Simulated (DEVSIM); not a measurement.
System: Schottky contact on p-type GaAs, at 400 K.

Layer 1 from the left is GaAs, thickness (μm) 5.00, Na (cm⁻³) 1e17, τn (s) 3.4e-8, τp (s) 3.4e-8. Layer 2 from the left is GaAs, thickness (μm) 2.30, Na (cm⁻³) 1.4e18, τn (s) 3.4e-8, τp (s) 3.4e-8.

Left contact: Schottky, work function 5.144 eV, emission velocity 1.8e6 cm/s. Right contact: ohmic. Voltage is applied to the left contact. Recombination: SRH at mid-gap. Mobility is constant in doping.

Constants are typed, rounded textbook-type inputs, not results; the design itself was drawn at random and stands for no fabricated device. Values at 300 K; Nc and Nv go as T^1.5, mobilities as T to minus their exponent, the gap by Varshni's rule with the affinity fixed.

GaAs: gap (eV) 1.424, affinity (eV) 4.07, permittivity 12.9, Nc (cm⁻³) 4.7e17, Nv (cm⁻³) 9e18, μn (cm²/Vs) 8500, μp (cm²/Vs) 400, T exponent of μn 2.1, T exponent of μp 2.2, Varshni α (eV/K) 0.000541, Varshni β (K) 204.

DEVSIM, 1D drift-diffusion, Boltzmann statistics, complete ionisation; no tunnelling, impact ionisation, image-force lowering or self-heating. Metal contacts follow the ideal Schottky-Mott rule: no Fermi-level pinning, no interface dipoles.

**Question.** What does the simulation give for the potential step across the device at zero bias?

**Answer.** potential step across the device at zero bias 0.224 V.
